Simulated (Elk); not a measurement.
Band structure of Cd₃Pt (I4/mmm, 4 atoms in the cell).

```yaml
crystal:
  lattice:
    - [-2.07600, 2.07600, 4.31568]
    - [2.07600, -2.07600, 4.31568]
    - [2.07600, 2.07600, -4.31568]
  atoms:
    - { symbol: Cd, position: [0.75000, 0.25000, 0.50000] }
    - { symbol: Cd, position: [0.25000, 0.75000, 0.50000] }
    - { symbol: Cd, position: [0.50000, 0.50000, 0.00000] }
    - { symbol: Pt, position: [0.00000, 0.00000, 0.00000] }
```

Level of theory: LDA (PW92), all-electron FP-LAPW, Elk's shipped species files, default APW+lo basis in Elk 10.2.4.

Settings: xctype = 3; rgkmax = 7; stype = 3; swidth = 0.00367493 Ha; ngridk = 9 9 9; rmtscf = 0.97.

The starting cell comes from a database of computed structures (which also holds hypothetical and non-ambient phases and stackings), without a prior relaxation at this level. Spin-orbit coupling is off. Spin polarisation is off. Values depend on the basis (sphere radii, cutoffs, local orbitals), which need not be converged.

Levels in eV from the Fermi level, bands 39 to 46:
```json
[
 {"point": "Γ", "39": "-2.83", "40": "-1.98", "41": "-0.69", "42": "3.05", "43": "3.36", "44": "3.60", "45": "3.60", "46": "3.81"},
 {"point": "X", "39": "-2.71", "40": "-2.30", "41": "-2.04", "42": "-1.78", "43": "-1.25", "44": "1.11", "45": "1.34", "46": "5.82"},
 {"point": "Y", "39": "-2.74", "40": "-2.64", "41": "-2.06", "42": "-1.87", "43": "-0.86", "44": "2.39", "45": "2.66", "46": "6.01"},
 {"point": "S", "39": "-2.43", "40": "-2.37", "41": "-2.08", "42": "-2.01", "43": "2.65", "44": "3.52", "45": "4.69", "46": "6.00"},
 {"point": "Z", "39": "-2.24", "40": "-2.24", "41": "-2.02", "42": "-0.12", "43": "-0.12", "44": "3.68", "45": "4.23", "46": "7.64"},
 {"point": "S1", "39": "-2.43", "40": "-2.37", "41": "-2.08", "42": "-2.01", "43": "2.65", "44": "3.52", "45": "4.69", "46": "6.00"},
 {"point": "N", "39": "-2.52", "40": "-2.42", "41": "-2.07", "42": "-0.70", "43": "0.79", "44": "4.48", "45": "4.92", "46": "5.10"},
 {"point": "P", "39": "-2.40", "40": "-2.40", "41": "-2.04", "42": "-1.45", "43": "-1.00", "44": "2.03", "45": "2.83", "46": "2.97"},
 {"point": "Y1", "39": "-2.74", "40": "-2.64", "41": "-2.06", "42": "-1.87", "43": "-0.86", "44": "2.39", "45": "2.66", "46": "6.01"}
]
```

Bands cross the Fermi level along this path, so the cell is metallic at this level.
